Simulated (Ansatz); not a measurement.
The reference is ZnO (space group P4_2/mnm, No. 136; a = 5.516 Å, c = 3.240 Å; a cell from a computed database, its experimental status unchecked). Axes: x, y, z lie along a, b, c of the conventional cell.

Perturbation: the symmetric strain tensor [-0.0117 0.0097 0.0028; 0.0097 0.0187 -0.0007; 0.0028 -0.0007 0.0077]; the atoms relax in the strained cell.

Levels (all Ansatz, a program for electronic structure, PAW): PBEsol (420 eV, scalar-relativistic without spin-orbit coupling); HSE06 (420 eV, scalar-relativistic without spin-orbit coupling).

The geometry is relaxed with PBEsol.

| Quantity | Value |
|---|---|
| PBEsol band gap | 0.70 eV |

With HSE06 at the same geometry, the band gap goes up by 1.81 eV (0.70 eV → 2.51 eV).

Single points use the geometry relaxed with PBEsol. Stability against distortions was not tested. This is not the structure that ZnO has at room temperature and ambient pressure.
